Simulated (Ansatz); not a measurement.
# Effect of biaxial strain −1.67 %, plane normal [111], relaxed out of plane on Nb

Take Nb in the bcc (W type) structure (space group Im-3m, No. 229; a = 3.273 Å; relaxed with 0.1 eV smearing) as the base. Axes: x, y, z lie along the cube axes.

It is then changed as follows: biaxial strain −1.67 %, plane normal [111], relaxed out of plane (Cartesian); in-plane vectors clamped, the third vector and the atoms free.

Method: PBEsol (Ansatz, a program for electronic structure, PAW, no spin-orbit coupling). k-mesh 28×28×28 (Γ-centred); smearing 0.1 eV (Fermi–Dirac).

| quantity | base | changed | shift |
|---|---|---|---|
| volume per atom | 17.53 Å³ | 17.43 Å³ | -0.10 Å³ |
| space group | Im-3m (No. 229) | R-3m (No. 166) | – |
| shortest interatomic distance | 2.834 Å | 2.802 Å | -0.0328 Å |
| energy relative to the base (free energy F) | 0 meV/atom | +2.7 meV/atom | +2.7 meV/atom |
| band gap | zero | zero | – |
| out-of-plane strain | – | +2.84 % | – |
| ratio −ε⊥/ε∥ | – | 1.70 | – |

Whether these cells are dynamically stable was not tested. All final runs are without spin polarisation.
